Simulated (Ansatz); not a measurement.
Band edges of rocksalt LiF (Fm-3m) under hydrostatic pressure

Cell and atoms are relaxed with PBEsol to each stress (compression positive); bands and masses by PBE, rigid bands (plane waves, PAW, scalar-relativistic; Ansatz, a first-principles code).

LiF is modelled in the cubic space group Fm-3m (No. 225), the rock salt structure, Pearson symbol cF8. Lattice parameters: a = b = c = 4.008 Å, α = β = γ = 90.00°. Li on 4a is coordinated by 6 F at 2.004 Å (octahedral). F on 4b sees 6 Li at 2.004 Å (octahedral). (Neighbours: up to the widest gap in distance over summed covalent radii, below 1.35, at either atom; cation-cation and far metal-metal contacts left out.)
(The calculation used a cell of 2 atoms; values per cell refer to that cell.)

```json
[
 {"stress (GPa)": "-3.60", "ln(V/V₀) (%)": "5.59", "gap (eV)": "8.734", "mean mₑ*": "0.87"},
 {"stress (GPa)": "-2.40", "ln(V/V₀) (%)": "3.57", "gap (eV)": "8.908", "mean mₑ*": "0.89"},
 {"stress (GPa)": "-1.20", "ln(V/V₀) (%)": "1.70", "gap (eV)": "9.072", "mean mₑ*": "0.90"},
 {"stress (GPa)": "0", "ln(V/V₀) (%)": "0", "gap (eV)": "9.223", "mean mₑ*": "0.91"},
 {"stress (GPa)": "1.20", "ln(V/V₀) (%)": "-1.62", "gap (eV)": "9.372", "mean mₑ*": "0.92"},
 {"stress (GPa)": "2.40", "ln(V/V₀) (%)": "-3.13", "gap (eV)": "9.512", "mean mₑ*": "0.93"},
 {"stress (GPa)": "4.80", "ln(V/V₀) (%)": "-5.90", "gap (eV)": "9.777", "mean mₑ*": "0.95"},
 {"stress (GPa)": "7.20", "ln(V/V₀) (%)": "-8.39", "gap (eV)": "10.023", "mean mₑ*": "0.97"}
]
```

 Masses are conductivity masses at 300 K in electron masses, harmonic means over x, y and z.

### Question
Estimate the bulk modulus from the two loads next to zero.

### Answer
B ≈ −Δp/Δln V = 2.40 GPa/3.32 % = 72 GPa (PBEsol), a mean over this interval.

### Question
How fast does the gap move on either side of zero load?

### Answer
Under tension, (9.072 − 9.223) eV over -1.20 GPa = 126 meV/GPa, or about -8.9 eV per unit ln V; under compression, (9.372 − 9.223) eV over 1.20 GPa = 124 meV/GPa, or about -9.2 eV per unit ln V. The two slopes part by 2 meV/GPa; gaps are resolved to about 0.01 eV, which allows 17 meV/GPa, so these rows don't tell them apart.

Masses are those of dilute carriers in rigid bands with one relaxation time, without polarons. Third decimals of gaps are kept for the arithmetic. Spin-orbit coupling is left out. Every relaxation keeps the rocksalt phase (space group Fm-3m under this load), so a transition, a distortion that breaks the symmetry or fracture can't show.
